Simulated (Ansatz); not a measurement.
ZnSe under load (space group I-4m2), r2SCAN with spin-orbit coupling, rigid bands (Ansatz, a first-principles code). Condition of this run: biaxial stress xx = yy = -1 GPa (compression positive) (the target of the relaxation). Band gap 1.66 eV, N_c = 1.17e18 cm⁻³ and N_v = 1.09e19 cm⁻³ at 300 K, conductivity masses along x (a = (0.00, 2.87, 2.79) Å; b = (2.87, 0.00, 2.79) Å; c = (2.87, 2.87, 0.00) Å) of 0.131 mₑ (electrons) and 0.709 mₑ (holes). Take k_BT = 0.02585 eV.

Find the intrinsic carrier density and the intrinsic Fermi level.

n_i = √(N_c N_v) exp(−E_g/2k_BT) = 3.57e18 × exp(−32.11) = 4.1e4 cm⁻³. The level lies (k_BT/2) ln(N_v/N_c) = 29 meV from mid-gap (positive towards the conduction band). Each 0.1 eV added to the gap lowers n_i by a factor of 6.9.

What thermal injection velocity √(2k_BT/πm) limits a ballistic channel along the direction named?

1.49e7 cm/s for electrons and 6.39e6 cm/s for holes, a ratio of √(m_h/m_e) = 2.33, for dilute carriers.

A film of it is 8 nm thick, with its normal along the direction named. Estimate the confinement energies in an infinite well.

ħ²π²/(2m t²) = 0.376 eV·nm²/(m/mₑ × t²) gives 44.9 meV for electrons and 8.29 meV for holes, so the gap would widen to about 1.71 eV. Finite barriers and nonparabolic bands lower this, and with several valleys or bands the heaviest mass along the normal sets the lowest level, not this average.

Rigid bands with the computed gap; masses take one relaxation time for all states.
